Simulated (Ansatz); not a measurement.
Take AlN in the wurtzite structure (space group P6_3mc, No. 186; a = 3.114 Å, c = 4.983 Å) as the base. Axes: x lies along a and z along c of the hexagonal cell.

All numbers come from PBEsol, PAW, 420 eV (Ansatz, a program for electronic structure; no spin-orbit coupling).

The change: every lattice vector is shortened by 2.40 %; the atoms relax in the strained cell.

Problem. Predict the stress tensor and what it implies for the stiffness.

Solution. Stress of the strained cell less that of the base (GPa, compression positive):
```
  17.40    0.00    0.00
   0.00   17.40    0.00
   0.00    0.00   15.80
```

Then B = −ΔP/(ΔV/V₀) with ΔV/V₀ = -0.0703 gives secant stiffness values (nonlinear terms included at this strain): B (at held cell shape, above the free-shape value) ≈ 240 GPa.

As a check, the harmonic strain energy −½ V₀ Δσ:ε is 40 meV/atom; the computed energy rise is 37 meV/atom.

Stability against distortions was not tested.
